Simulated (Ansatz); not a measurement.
A slab with vacuum along the third vector:

```xyz
7
Lattice="3.1843 0.0000 0.0000 0.0000 3.1843 0.0000 0.0000 0.0000 26.0000" Properties=species:S:1:pos:R:3 pbc="T T T"
W      1.5921     1.5921     8.3856
W      0.0000     0.0000     9.7959
W      1.5921     1.5921    11.4219
W      0.0000     0.0000    13.0000
W      1.5921     1.5921    14.5781
W      0.0000     0.0000    16.2041
W      1.5921     1.5921    17.6144
```

Set-up: 7 atoms, 9.6 Å thick at the start (thin: gaps and levels are the slab's own); mesh 12x12x1; 0.1 eV smearing; dipole correction on; all atoms relaxed; start symmetry kept, larger cells not searched; no spin, no spin-orbit, no U.

Task: Give the surface energy (mean of both faces) at the level PBE in Ansatz (a quantum-chemistry and plane-wave program).

Result: 4.00 J/m²

Task: Give the work function of the top face at the level PBE.

Result: 4.10 eV
